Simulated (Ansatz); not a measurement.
System: CsCl-type AuZn (cubic form, which distorts at low temperature). Method: PBE (Ansatz, a program for electronic structure, PAW).

Run with plane-wave cutoff 520 eV, 18×18×18 k mesh, Fermi–Dirac smearing 0.05 eV, scalar-relativistic PAW data made under PBE.

A third-order Birch–Murnaghan fit to the energies gives V0 = 16.176 Å³/atom, B0 = 117 GPa, B′ = 5.5.

| V (Å³/atom) | P (GPa) |
|---|---|
| 15.207 | 8.58 |
| 15.531 | 5.34 |
| 15.854 | ? |
| 16.178 | -0.01 |
| 16.501 | ? |
| 16.825 | ? |
| 17.148 | -5.80 |

Question: Estimate the withheld pressures from this fit; the answers are the runs' own values.

Answer: 
- 15.854, P (GPa): 2.49
- 16.501, P (GPa): -2.20
- 16.825, P (GPa): -4.12

The formula P = (3/2) B0 (x^(7/3) − x^(5/3)) [1 + (3/4)(B′ − 4)(x^(2/3) − 1)] with x = V0/V meets the computed pressures within 0.02 GPa when these rounded values are put in.

Measured, for comparison: bulk modulus 131 GPa (temperature not stated, not corrected to a static lattice; as tabulated in Nepal et al. (2020), arXiv:2007.11150). Computed less measured: bulk modulus -11 %.

Note: symmetry holds this phase in the static calculation, where it need not be a minimum.

Spin–orbit coupling is not included; it can shift volumes and moduli of such heavy elements.
